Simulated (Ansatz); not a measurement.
Output of an Ansatz run (abridged):

```
WARN ansatz: RAYON_NUM_THREADS=1 ignored (pool sized by the plan → 1); use --threads N
basis.fft_grid_basis auto: the FFT boxes are laid along the combinations [[1, 0, -1], [0, 1, -1], [0, 0, 1]] of the cell's own vectors, 2.842, 2.842 and 4.827 …
Pseudopotentials: kind: paw
Pseudopotential: Re, paw, valence charge 15
Pseudopotential: Au, paw, valence charge 19
Crystal: 2 atoms, lattice volume = 31.755 Å³
Basis set: ecut = 420.4159175005146 eV, 633 PW (Γ), FFT grids on a1−a3, a2−a3, a3
Bands: 21, of which v1, the nominal top of the filled ones, is band 17 counted from 1 (16 counted from 0)
Symmetry: 12 space group operations
Space group: R-3m (ITA 166), of the structure as read, at distance tolerance 3.2e-5 Å
k-points: 146 of 1331
PAW frozen core: Re, regenerated for the run's functional, and the local potential with it
PAW frozen core: Au, regenerated for the run's functional, and the local potential with it
Initial density: superposition of atomic densities (neutral atoms: chi_scale 0, normalization atom), corrected by the library's trained network
Initial wavefunctions: pseudopotential atomic-orbital guess
Eigensolver: davidson
Functional: x = slater, c = lda
SCF iter   1: F=—  HF=-23471.583810 eV  |F-HF|=—  |Δ(HF+E_count)|=         —  Δρ=9.17e-3  dr2=4.29e-2  ethr=1.77e-3  ⟨swp⟩=4.3  Hψ=11345  notcnv=0
all-band conjugate gradients solve this SCF's bands
preconditioner: auto → Kerker (q_TF=auto, 2.760 Å⁻¹)
SCF iter   2: F=—  HF=-23471.577917 eV  |F-HF|=—  |Δ(HF+E_count)|=   5.89e-3  S|Δr|=    0.00e0  Δρ=5.45e-3  dr2=1.67e-2  ethr=1.26e-4  ⟨swp⟩=1.0  Hψ=4234  notcnv=0
SCF iter   3: F=—  HF=-23471.573095 eV  |F-HF|=—  |Δ(HF+E_count)|=   4.82e-3  S|Δr|=    0.00e0  Δρ=1.09e-3  dr2=7.81e-4  ethr=4.92e-5  ⟨swp⟩=2.6  Hψ=4339  notcnv=0
SCF iter   4: F=—  HF=-23471.572909 eV  |F-HF|=—  |Δ(HF+E_count)|=   1.86e-4  S|Δr|=    0.00e0  Δρ=4.20e-4  dr2=4.31e-5  ethr=2.30e-6  ⟨swp⟩=2.3  Hψ=4057  notcnv=0
SCF iter   5: F=—  HF=-23471.572892 eV  |F-HF|=—  |Δ(HF+E_count)|=   1.63e-5  S|Δr|=    0.00e0  Δρ=7.71e-5  dr2=1.58e-6  ethr=1.27e-7  ⟨swp⟩=2.1  Hψ=4654  notcnv=0
SCF iter   6: F=-23471.572892 eV  HF=-23471.572892 eV  |F-HF|=3.43e-8  |Δ(HF+E_count)|=   2.49e-7  S|Δr|=    0.00e0  Δρ=1.50e-5  dr2=6.65e-8  ethr=2.94e-10  ⟨swp⟩=3.2  Hψ=12666  notcnv=0
SCF 1 converged in 6 iterations: F = -23471.572892 eV  dr2 = 6.65e-8
SCF converged after 6 iterations
Stability not checked (fill_not_monotonic)
Free energy (F): -23471.572892 eV
Harris-Foulkes:  -23471.572892 eV  (|F-HF|=3.43e-8)
Internal energy: -23471.567821 eV  (E = F + TS)
E sigma→0 (E₀):  -23471.571202 eV
Entropy (-TS):   -0.005071 eV (-2.535 meV/atom)
Fermi energy:    22.303214 eV
--- Per-component energies (eV) ---
  E_band       = -291.666510
  E_kinetic    = 1142.534390
  E_local      = -2504.626565  (includes V_loc(G=0)·N_el)
  E_nonlocal   = 134.763463
  E_hartree    = 1013.957669
  E_xc         = -626.838581
  E_vxc        = -578.888283  (∫ρ·V_xc dr)
  E_paw        = -17823.978777  (= ΣΔE_a)
  E_vpaw       = -513.368926  (= ΣTr[D̂ρ^β])
  E_aug_tail   = 0.001373  (compensation charges beyond the density's cutoff)
  E_ewald      = -4808.222588
  E_core_change = 0.841794  (= ΣΔE_core)
  E_smearing   = -0.005071  (= −TS)
  E_closure    = 0.000000  (closes the sum)
  Σ components = -23471.572892   (vs F -23471.572892, Δ=0.00e0)
--- Forces (eV/Å), atoms counted from 1 ---
  atom   1  Re     0.00000000     0.00000000    -0.00000000
  atom   2  Au    -0.00000000     0.00000000     0.00000000
  max |Σ_I F_I| component: 6.73e-29 eV/Å
--- Stress (GPa, compression-positive) ---
      -16.321149       0.000000      -0.000000
        0.000000     -16.321149       0.000000
       -0.000000       0.000000      -2.728666
  P = ⅓ Tr σ = -11.7903 GPa (-117.903 kbar)
  The stress holds the Pulay correction. Without it, at fixed plane waves, as pw.x and ABINIT print it: P = -11.8640 GPa
--- Band table (eV; the first three rows and the last of 146) ---
  k-point 0: bands = ["-84.1416", "-57.9291", "-35.5565", "-35.3063", "-35.3063", "-19.9214", "-19.3383", "-19.3383", "11.8064", "14.6536", "16.9745", "16.9745", "18.0199", "18.0199", "18.7959", "21.4879", "21.4879", "21.5842", "24.0066", "24.0066", "28.6207"]…
  k-point 1: bands = ["-84.1408", "-57.9252", "-35.5544", "-35.3223", "-35.3103", "-19.9149", "-19.3932", "-19.3512", "12.0998", "14.8750", "16.8587", "17.1462", "17.7683", "18.0346", "18.9371", "20.9259", "21.4074", "21.7084", "23.8673", "24.7685", "28.5650"]…
  k-point 2: bands = ["-84.1387", "-57.9147", "-35.5487", "-35.3652", "-35.3211", "-19.8972", "-19.5386", "-19.3859", "12.9259", "15.4227", "16.6361", "17.1963", "17.6152", "18.0778", "19.1587", "20.2062", "20.9723", "22.3684", "23.5007", "25.9705", "28.7878"]…
  k-point 145: bands = ["-84.1408", "-57.9253", "-35.5520", "-35.3224", "-35.3103", "-19.9273", "-19.3932", "-19.3517", "13.6813", "14.8562", "16.6845", "16.9553", "17.3016", "18.0636", "18.4136", "20.0422", "20.7538", "21.2022", "23.2457", [...]
```

The structure:

```xyz
2
Lattice="1.4210 0.8204 4.5400 -1.4210 0.8204 4.5400 0.0000 -1.6408 4.5400" Properties=species:S:1:pos:R:3 pbc="T T T"
Re     0.0000     0.0000     0.0000
Au     0.0000     0.0000     6.8100
```

Reconstruct the input of this run.

Other spellings and defaults could give the same log, and not every line can be read from it. The input that was run (DFT, LDA (PW92), plane waves, default PAW files made with PBE):

Ansatz 0.2 input:
```yaml
# ReAu
crystal:
  lattice:
    - [1.420951, 0.820387, 4.540027]
    - [-1.420951, 0.820387, 4.540027]
    - [0.000000, -1.640773, 4.540027]
  atoms:
    - { symbol: Re, position_ang: [0.000000, 0.000000, 0.000000] }
    - { symbol: Au, position_ang: [0.000000, 0.000000, 6.810041] }
basis:
  ecutwfc: 30.9 Ry
kpoints:
  mp_grid:
    grid: [11, 11, 11]
hamiltonian:
  xc: lda
  pseudopotentials:
    kind: paw
scf:
  occupations:
    method: cold
    width: 0.02 Ry
output:
  forces: true
  eigenvalues: true
  stress: true
```

The starting cell was generated: these elements placed on a structure prototype, without a prior relaxation; it need not be a known phase or ordering of this composition. Spin-orbit coupling is off. Spin polarisation is off. With a pressure of about -12 GPa the cell is away from its equilibrium volume at this level. Ansatz's pressure includes its estimate of the finite-basis (Pulay) stress.

Ansatz is a program for electronic structure.
